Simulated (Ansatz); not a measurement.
# ZrB2: pressure series

The parent structure is ZrB2 (space group P6/mmm, No. 191; a = 3.171 Å, c = 3.541 Å).

Cell and atoms are relaxed at each pressure.

The values are results of PBE (Ansatz, a first-principles code, PAW, without spin-orbit coupling), not measurements.

Notes on the quantities. enthalpy: H = E + PV relative to the base's energy.

```tsv
case	lattice parameter a	enthalpy
base	3.171 Å	–
pressure −2 GPa	3.180 Å	-0.13 eV/atom
pressure −1 GPa	3.176 Å	-0.06 eV/atom
pressure 0.9 GPa	3.168 Å	+0.06 eV/atom
pressure 2.1 GPa	___	+0.13 eV/atom
pressure 4.5 GPa	3.153 Å	+0.29 eV/atom
pressure 9 GPa	3.137 Å	+0.57 eV/atom
pressure 15 GPa	3.116 Å	+0.94 eV/atom
pressure 22.5 GPa	3.092 Å	+1.38 eV/atom
pressure 30 GPa	3.070 Å	+1.82 eV/atom
```

**Question.** Some entries are withheld; estimate them.

**Answer.** 
- pressure 2.1 GPa, lattice parameter a: 3.163 Å

Load acts through the strain it causes; cell and atoms are relaxed under it. No phonon test of stability was made. No other phases were tried under pressure. All final runs are without spin polarisation.
